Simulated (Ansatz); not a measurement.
A self-consistent single point of HgTe (Cmcm, 4 atoms in the cell) with Ansatz (a quantum-chemistry and plane-wave program).

Method: PBEsol, default PAW files made with PBE (plane waves; Ansatz).

```yaml
crystal:
  lattice:
    - [2.99252, -3.46693, 0.00000]
    - [2.99252, 3.46693, 0.00000]
    - [0.00000, 0.00000, 5.79816]
  atoms:
    - { symbol: Hg, position: [0.34305, 0.65695, 0.75000] }
    - { symbol: Hg, position: [0.65695, 0.34305, 0.25000] }
    - { symbol: Te, position: [0.78481, 0.21519, 0.75000] }
    - { symbol: Te, position: [0.21519, 0.78481, 0.25000] }
```

Reference input (self-consistent single point, DFT, PBEsol, plane waves, default PAW files made with PBE): basis.ecutwfc = 420 eV; kpoints.mp_grid.grid = 7 7 6; hamiltonian.xc = pbesol; hamiltonian.pseudopotentials = {kind: paw} (the program's default PAW files); scf.occupations.method = cold; scf.occupations.width = 0.2 eV. This run's input differs from it in these lines:

Ansatz 0.2 input:
```diff
@@ -18,3 +18,3 @@
 scf:
-  occupations: { method: cold, width: 0.2 }
+  occupations: { method: methfessel_paxton, width: 0.05 }
 output:
```

The program printed (abridged):

```
SCF iter   1: F=—  HF=-41139.084288 eV  |F-HF|=—  |Δ(HF+E_count)|=         —  Δρ=2.94e-3  dr2=1.38e-2  ethr=1.77e-3  ⟨swp⟩=7.2  Hψ=11189  notcnv=0  defer=39
all-band conjugate gradients solve this SCF's bands
preconditioner: auto → LDOS
SCF iter   2: F=—  HF=-41139.081618 eV  |F-HF|=—  |Δ(HF+E_count)|=   2.67e-3  S|Δr|=    0.00e0  Δρ=2.23e-3  dr2=4.96e-3  ethr=1.92e-5  ⟨swp⟩=2.0  Hψ=5856  notcnv=0  defer=156
   [... lines left out ...]
SCF iter   5: F=—  HF=-41139.079498 eV  |F-HF|=—  |Δ(HF+E_count)|=   3.02e-5  S|Δr|=    0.00e0  Δρ=2.38e-5  dr2=9.97e-7  ethr=4.20e-8  ⟨swp⟩=2.0  Hψ=4460  notcnv=0  defer=156
SCF iter   6: F=—  HF=-41139.079498 eV  |F-HF|=—  |Δ(HF+E_count)|=   1.16e-8  S|Δr|=    0.00e0  Δρ=1.09e-5  dr2=1.37e-7  ethr=1.39e-10  ⟨swp⟩=11.1  Hψ=13784  notcnv=0
SCF iter   7: F=-41139.079498 eV  HF=-41139.079498 eV  |F-HF|=2.74e-9  |Δ(HF+E_count)|=   1.72e-8  S|Δr|=    0.00e0  Δρ=3.67e-6  dr2=1.45e-8  ethr=1.39e-10  ⟨swp⟩=4.0  Hψ=8728  notcnv=0
SCF 1 converged in 7 iterations: F = -41139.079498 eV  dr2 = 1.45e-8
Stability not checked (fill_not_monotonic)
Free energy (F): -41139.079498 eV
Internal energy: -41139.079035 eV  (E = F + TS)
E sigma→0 (E₀):  -41139.079382 eV
Entropy (-TS):   -0.000463 eV (-0.116 meV/atom)
Fermi energy:    9.994445 eV
--- Forces (eV/Å), atoms counted from 1 ---
  atom   1  Hg    -0.00000000     0.00703474     0.00000000
  atom   2  Hg     0.00000000    -0.00703474     0.00000000
  atom   3  Te    -0.00000000     0.16468834    -0.00000000
  atom   4  Te     0.00000000    -0.16468834     0.00000000
--- Stress (GPa, compression-positive) ---
       -3.834072      -0.000000       0.000000
       -0.000000      -3.106122       0.000000
        0.000000       0.000000      -3.263944
  P = ⅓ Tr σ = -3.4014 GPa (-34.014 kbar)
  The stress holds the Pulay correction. Without it, at fixed plane waves, as pw.x and ABINIT print it: P = -3.4323 GPa
```

The run converged in 7 iterations. Against the reference run the free energy drops by 1.5 meV/atom, the pressure moves little (-3.43 to -3.40 GPa) and the largest force moves little (0.169 to 0.165 eV/Å).

The starting cell comes from a database of computed structures (which also holds hypothetical and non-ambient phases and stackings), without a prior relaxation at this level. Spin-orbit coupling is off. With a pressure of about -3 GPa the cell is away from its equilibrium volume at this level. Ansatz's pressure includes its estimate of the finite-basis (Pulay) stress. The run gives no clean gap (levels at the Fermi energy touch, overlap or are partly filled at this smearing), which alone does not show that the compound is a metal.
